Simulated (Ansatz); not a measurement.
Take C in the diamond structure (space group Fd-3m, No. 227) as the base.

```xyz
2
Lattice="0.0000 1.7801 1.7801 1.7801 0.0000 1.7801 1.7801 1.7801 0.0000" Properties=species:S:1:pos:R:3 pbc="T T T"
C      1.7801     1.7801     1.7801
C      2.6702     2.6702     2.6702
```

Computed with DFT with r2SCAN, PAW potentials and a 500 eV plane-wave cutoff in Ansatz (an electronic-structure program), no spin-orbit coupling.

Base values:

```
Property                                 Result
---------------  ------------------------------
Band gap                                4.36 eV
Gap character    indirect, Γ → Γ–X (71 % along)
Volume per atom                         5.64 Å³
```

Modification: full substitution C → Ge, then cell and atoms are relaxed.

Q: Predict the new band gap, gap character and volume per atom.

A: The band gap falls by 4.006 eV (4.36 eV → 0.36 eV); the gap character goes from indirect, Γ → Γ–X (71 % along) to direct at Γ; the volume per atom goes up by 17.20 Å³ (5.64 Å³ → 22.84 Å³).

Gaps are read on the SCF mesh and a high-symmetry path. No phonon test of stability was made. The real Ge has an indirect gap at ambient pressure; r2SCAN orders its close-lying valleys differently.
